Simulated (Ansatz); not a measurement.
Take MgS in the rock salt structure (space group Fm-3m, No. 225; a = 5.230 Å) as the base. Axes: x, y, z lie along the cube axes.

Level of theory: PBE in Ansatz (plane waves to 420 eV, PAW, without spin-orbit coupling), earlier PAW set.

Perturbation: an isotropic linear strain of +1.30 %; the atoms relax in the strained cell.

Q: Predict the stress tensor and what it implies for the stiffness.

A: Stress of the strained cell less that of the base (GPa, compression positive):
```
  -2.65    0.00    0.00
   0.00   -2.65    0.00
   0.00    0.00   -2.65
```

Then B = −ΔP/(ΔV/V₀) with ΔV/V₀ = 0.0395 gives secant stiffness values (nonlinear terms included at this strain): B ≈ 67 GPa.

As a check, the harmonic strain energy −½ V₀ Δσ:ε is 5.8 meV/atom; the computed energy rise is 6.0 meV/atom.

Stability against distortions was not tested.

Ansatz is a first-principles code.
